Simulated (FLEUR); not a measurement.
Worked example: self-consistent single point of InHO2 (Pmn2_1, 8 atoms in the cell) in FLEUR.

Method of the run: LDA (Perdew-Zunger), all-electron FLAPW (FLEUR), scalar-relativistic valence run with FLEUR.

The change in words: lattice scaled by 0.98. Reference geometry:
```
CELL_PARAMETERS angstrom
      3.29850     0.00000     0.00000
      0.00000     4.59052     0.00000
      0.00000     0.00000     5.30213
ATOMIC_POSITIONS crystal
  In 0.00000 0.72794 0.00035
  In 0.50000 0.27206 0.50035
  H  0.00000 0.80110 0.47911
  H  0.50000 0.19890 0.97911
  O  0.00000 0.52282 0.63851
  O  0.50000 0.47718 0.13851
  O  0.00000 0.98158 0.36403
  O  0.50000 0.01842 0.86403
```

Reference input (self-consistent single point, DFT, LDA (Perdew-Zunger), all-electron FLAPW (FLEUR), scalar-relativistic valence): Kmax = 4.7 1/bohr; GmaxXC = 16.4 1/bohr; xcFunctional = pz; jspins = 1; l_soc = F; mode = hist; fermiSmearingEnergy = 0.00036749 Htr; mesh (inpgen div1-3) = 7 5 4; inpgen gamma flag = true; Gmax = 16.4 1/bohr; numbands = 0; maxIterBroyd = 40. This run's input differs from it in these lines:

```diff
@@ -4,5 +4,5 @@
 1.0000000000 0.0000000000 0.0000000000
-0.0000000000 1.3916992572 0.0000000000
-0.0000000000 0.0000000000 1.6074367137
-6.2332616221
+0.0000000000 1.3916993810 0.0000000000
+0.0000000000 0.0000000000 1.6074365899
+6.1085963896
 1.0 1.0 1.0
@@ -50,5 +50,5 @@
          <bravaisMatrix>
-            <row-1>    6.2332616220999997     0.0000000000000000     0.0000000000000000</row-1>
-            <row-2>    0.0000000000000000     8.6748255694098368     0.0000000000000000</row-2>
-            <row-3>    0.0000000000000000     0.0000000000000000    10.0195735774607559</row-3>
+            <row-1>    6.1085963895999997     0.0000000000000000     0.0000000000000000</row-1>
+            <row-2>    0.0000000000000000     8.5013298141851550     0.0000000000000000</row-2>
+            <row-3>    0.0000000000000000     0.0000000000000000     9.8191813495740750</row-3>
          </bravaisMatrix>
```

The program printed (abridged):

```
 Iteration:     1   Distance:      23.68392887 me/bohr^3
 Iteration:     2   Distance:      21.31138571 me/bohr^3
 Iteration:     3   Distance:      12.41380221 me/bohr^3
 Iteration:     4   Distance:       7.38301396 me/bohr^3
 Iteration:     5   Distance:       3.53907504 me/bohr^3
   [... 9 lines left out ...]
 Iteration:    15   Distance:       0.00022037 me/bohr^3
 Iteration:    16   Distance:       0.00005663 me/bohr^3
 Iteration:    17   Distance:       0.00003478 me/bohr^3
 Iteration:    18   Distance:       0.00000609 me/bohr^3
 Reset of history
 Run finished successfully
 Stop message:
   Structural relaxation: new displacements generated

[file out, last iteration]
             iter=     19
[...]
          total density-effective poten   -1.9703336822E+04
          total charge density-energy d   -3.4274686716E+02
 Updated energy parameters for spin:           1
[...]
 fermi energy and band-weighting factors:

[...]
FERMIE:
          first approx. to ef    (T=0)  :   1.414536 htr   (energy of the highest occ. eigenvalue)
          number of occ. states  (T=0)  :        936
          first approx. to seigv (T=0)  :  57.570057 htr
          sum of weights of occ. states :  26.000000
          sum of semicore charge        :   0.000000 e
FERHIS:  Fermi-Energy by histogram:
          bandgap                     :   0.080017 htr
   [... lines left out ...]
          charge neutrality (T=0)     :   0.000000    (zero if the highest occ. eigenvalue is "entirely" occupied)
 Direct bandgap for spin            1 :    8.0303475756695608E-002  Htr
 ---->    free energy=                    -12056.4146111719 htr
   [... lines left out ...]
 TOTAL FORCE FOR ATOM TYPE=  2  X=  0.000   Y= -1.691   Z=  4.704
                       FX_TOT= 0.000000 FY_TOT=-0.019448 FZ_TOT= 0.014854
 TOTAL FORCE FOR ATOM TYPE=  3  X=  0.000   Y= -4.057   Z= -3.550
                       FX_TOT= 0.000000 FY_TOT=-0.001310 FZ_TOT=-0.003553
 TOTAL FORCE FOR ATOM TYPE=  4  X=  0.000   Y= -0.157   Z=  3.574
                       FX_TOT= 0.000000 FY_TOT= 0.022714 FZ_TOT=-0.012851
```

The run converged in 18 iterations. FLEUR gives forces in its relaxation mode, with a further iteration, so its stop message speaks of a relaxation. Against the reference run the free energy falls by 22.0 meV/atom, the largest force goes from 0.708 to 1.342 eV/Å and the gap on the mesh goes from 1.715 to 2.177 eV.

The starting cell comes from a database of computed structures (which also holds hypothetical and non-ambient phases and stackings), without a prior relaxation at this level. For this run, on top of that: lattice scaled by 0.98. Values depend on the basis (sphere radii, cutoffs, local orbitals), which need not be converged. Forces in this geometry exceed 1 eV/Å.

Cost on one core of a shared machine: roughly 7 min.
